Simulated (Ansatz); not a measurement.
The starting structures come from a database of crystals and need not be the phases stable at ambient conditions.

By PBEsol, the system below comes out a metal.

The ballistic (Sharvin) conductance counts the channels at the Fermi level: G/A = (e²/h) × channels of both spins per area.

Given:

```
RhTe
1.0
    4.02706     0.00000     0.00000
   -2.01353     3.48754     0.00000
    0.00000     0.00000     5.69372
Te Rh
2 2
Direct
  0.33333   0.66667   0.25000
  0.66667   0.33333   0.75000
  0.00000   0.00000   0.00000
  0.00000   0.00000   0.50000
```

Space group of this cell: P6_3/mmc, NiAs type. The cell is taken as given; by PBEsol its mean pressure is -3.5 GPa.

The current flows along the normal of the first two printed cell vectors, the (001) plane of the conventional cell. No spin-orbit coupling; the value is a mean over 0.1 eV about the Fermi level.

Task: State the ballistic conductance per area according to PBEsol (Ansatz, a quantum-chemistry and plane-wave program).

Result: 0.94 × 10¹⁵ S/m² for both spins.
